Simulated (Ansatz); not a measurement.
The reference is AlN (space group P6_3/mmc, No. 194; a = 3.302 Å, c = 4.141 Å; a cell from a computed database, its experimental status unchecked). Axes: x lies along a and z along c of the hexagonal cell.

One thing is altered: uniaxial stress, 3 GPa tension along x, with the cell and atoms free to relax against it.

Levels (all Ansatz, a program for electronic structure, PAW): PBEsol (420 eV, no SOC); r2SCAN (500 eV, without spin-orbit coupling); HSE06 (420 eV, no spin-orbit coupling).

One geometry, relaxed with PBEsol, under each level:

| level | band gap | lowest conduction level above the VBM at special points | electron mass | hole mass | pressure |
|---|---|---|---|---|---|
| PBEsol | 3.31 eV | Γ 3.31 eV; Y 3.69 eV; S 3.89 eV; T 5.03 eV | 0.34 mₑ along z, 0.30 mₑ across (at Γ) | 0.80 mₑ along x, 0.87 mₑ along y, 0.28 mₑ along z (at Γ) | -1.00 GPa |
| r2SCAN | 3.97 eV | Γ 3.97 eV; Y 4.48 eV; S 4.69 eV; T 5.79 eV | 0.35 mₑ along z, 0.30 mₑ across (at Γ) | 0.85 mₑ along x, 0.93 mₑ along y, 0.29 mₑ along z (at Γ) | -2.54 GPa |
| HSE06 | 4.68 eV | Γ 4.68 eV; Y 5.07 eV; S 5.28 eV | – | – | – |

Single points use the geometry relaxed with PBEsol. Their cutoffs differ, which shifts pressures a little. Load acts through the strain it causes; cell and atoms are relaxed under it. Effective masses come from finite differences of ±0.01 Å⁻¹. Stability under load was not tested beyond the relaxation. This is not the structure that AlN has at room temperature and ambient pressure. Labels are those of the standard path for the cell's own space group.
